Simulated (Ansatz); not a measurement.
Results of PBEsol (Ansatz, an electronic-structure program, plane waves, PAW) for Ba₂YHO₃ (model structure, Immm, No. 71, 7 atoms in the cell).

Run with plane-wave cutoff 520 eV, 12×12×12 k mesh, Fermi–Dirac smearing 0.01 eV, scalar-relativistic PAW data made under PBE.

Cell (relaxed with PBEsol):

```cif
data_H2Ba4O6Y2
_chemical_formula_sum 'Y2 O6 H2 Ba4'
_space_group_name_H-M_alt 'Immm'
_space_group_IT_number 71
_space_group_name_Hall '-I 2 2'
_cell_length_a 4.13357
_cell_length_b 4.34711
_cell_length_c 13.60533
_cell_angle_alpha 90.000
_cell_angle_beta 90.000
_cell_angle_gamma 90.000
loop_
_atom_site_label
_atom_site_type_symbol
_atom_site_symmetry_multiplicity
_atom_site_Wyckoff_symbol
_atom_site_fract_x
_atom_site_fract_y
_atom_site_fract_z
_atom_site_occupancy
Y1 Y 2 a 0.00000 0.00000 0.00000 1
O1 O 2 d 0.00000 0.50000 0.00000 1
H1 H 2 b 0.50000 0.00000 0.00000 1
O2 O 4 i 0.00000 0.00000 0.16438 1
Ba1 Ba 4 i 0.00000 0.00000 0.34837 1
```
(The calculation used a cell of 7 atoms; values per cell refer to that cell.)

Problem. Predict the band gap and direct gap at Γ.

Solution. 
band gap: 2.99 eV
direct gap at Γ: 3.28 eV

Note: the relaxation could raise the start's symmetry but not lower it, so the cell can be a saddle point.

Spin–orbit coupling is not included.

Computed values are for the static lattice.

A model structure was made by putting elements into a prototype or built by hand; it is no filed structure, need not be a known phase, and can be a saddle point held by its symmetry.
